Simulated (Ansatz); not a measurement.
The starting structures come from a database of crystals and need not be the phases stable at ambient conditions.

The decay constant κ of evanescent states in the gap governs leakage through a thin film.

```xyz
16
Lattice="6.5934 0.0000 0.0000 0.0000 7.2991 0.0000 0.9574 0.0000 6.8730" Properties=species:S:1:pos:R:3 pbc="T T T"
La     6.1151     6.9112     5.4990
La     1.4357     0.3879     1.3739
La     1.9144     3.2617     4.8104
La     5.6364     4.0374     2.0626
Cu     2.8829     4.8473     0.3190
Cu     4.6679     2.4518     6.5540
Cu     4.1892     1.1978     3.1175
Cu     3.3616     6.1013     3.7555
S      0.6161     5.2988     0.0070
S      6.9348     2.0002     6.8659
S      6.4561     1.6493     3.4295
S      1.0948     5.6498     3.4435
S      3.4696     0.8483     5.3333
S      4.0813     6.4508     1.5397
S      4.5600     4.4978     4.9762
S      2.9909     2.8012     1.8968
```

Space group of this cell: P2_1/c. The cell is taken as given.

Transport runs along the normal of the first two printed cell vectors.

The gap is the functional's own, uncorrected, and κ follows it; spin-orbit coupling is left out. Mid-gap values are interpolated between the computed energies.

Give the band gap and the smallest decay constant κ at mid-gap that r2SCAN (Ansatz, an electronic-structure program) yields.

Gap 1.51 eV on a 6×4×6 mesh; κ = 0.176 1/Å, at the zone centre.
